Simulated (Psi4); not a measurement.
Psi4 1.11, TPSS/def2-svpd: Sn(OH)2(SiH3)2 ([OH][Sn]([OH])([SiH3])[SiH3]), 13 atoms. The geometry is a generated start, not checked to be a minimum at this level.

```json
{
  "task": "energy",
  "method": "tpss",
  "basis": "def2-svpd",
  "memory": "3 GB",
  "maxiter": "100",
  "keys_of_the_molecule_block": "symmetry c1",
  "scf_type": "df (default)",
  "guess": "auto, which took SAD (default)",
  "scf_initial_accelerator": "adiis (default)",
  "e_convergence": "1e-06 (default)",
  "d_convergence": "1e-06 (default)",
  "dft_radial_points": "75 (default)",
  "dft_spherical_points": "302 (default)",
  "effective_core_potentials": "those of the basis set, past Kr",
  "basis_functions": "190",
  "grid_points": "281204"
}
```

```xyz
13

O     -0.1455    -0.9562     1.8674
Sn    -0.0078    -0.1463     0.0226
O     -0.1161    -1.9211    -0.9850
Si     2.4948     0.5316     0.0699
Si    -2.3716     0.9000    -0.2377
H     -0.2945    -1.8996     1.8585
H     -0.0244    -1.9245    -1.9327
H      3.3738    -0.6343    -0.0527
H      2.7450     1.2437     1.3195
H      2.7605     1.4484    -1.0481
H     -2.2033     2.2932    -0.6665
H     -3.0656     0.8708     1.0458
H     -3.1452     0.1944    -1.2609
```

One run each on 2 threads. Values of diis_max_vecs tried: 3, 6, 10 (default), 20.

Q: Predict the course of the SCF iterations along this series.

A: Fewest SCF iterations, within one of each other: 6 with 11, 10 (default) with 10, 20 with 10. The count rises to 24 at 3. All converge to one solution.

```
diis_max_vecs  SCF iterations            end
-------------  --------------  -------------
3                          24  same solution
6                          11  same solution
10 (default)               10  same solution
20                         10  same solution
```
